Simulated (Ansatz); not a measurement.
## Phonon-limited transport in Al under load (space group I4/mmm)

Given:

```yaml
crystal:
  lattice:
    - [0.00000, 1.94220, 2.10870]
    - [1.94220, 0.00000, 2.10870]
    - [1.94220, 1.94220, 0.00000]
  atoms:
    - { symbol: Al, position: [0.00000, 0.00000, 0.00000] }
```

These are PBEsol, DFPT electron-phonon coupling, linearised Boltzmann equation (plane waves, PAW, scalar-relativistic; Ansatz, a quantum-chemistry and plane-wave program) values and carry that method's errors. Condition of this run: biaxial stress xx = yy = 3 GPa (compression positive) (the target of the relaxation). How the cell was made: relaxed with this functional, without spin-orbit coupling, then loaded as said.

```yaml
resistivity at 300 K: 2.2 (x), 2.2 (y), 2.1 (z) μΩ·cm
resistivity at 77 K: 0.177 μΩ·cm
electron mean free path at 300 K (weighted by the current that each state carries): 25 nm
resistivity times mean free path for one path shared by all states (from the Fermi surface's area): 5.3 (x), 5.3 (y), 4.7 (z) ×10⁻¹⁶ Ω·m²
electron-phonon coupling λ: 0.39
transport coupling λ_tr: 0.31 (x), 0.31 (y), 0.33 (z)
logarithmic_mean_phonon_energy: 26 meV
density of states at the Fermi level: 0.187 states/(eV·spin·cell)
drude_plasma_energy: 12.3 (x), 12.3 (y), 13.2 (z) eV
```

A metal at this level (no band gap). Only scattering by harmonic phonons is included (no impurities, grain boundaries, electron-electron scattering or thermal expansion). Spin-orbit coupling is left out. The squared frequency of the phonon mode least converged on the k mesh is uncertain by about 12 %. Halving the electron mesh (36x36x36) moves the resistivity by up to 3 % at 300 K, the mean free path by up to 3 %, the coupling by up to 3 %. Smearing 0.20 eV; phonons on a 6x6x6 q mesh, which this run doesn't test and which matters most at low temperature.
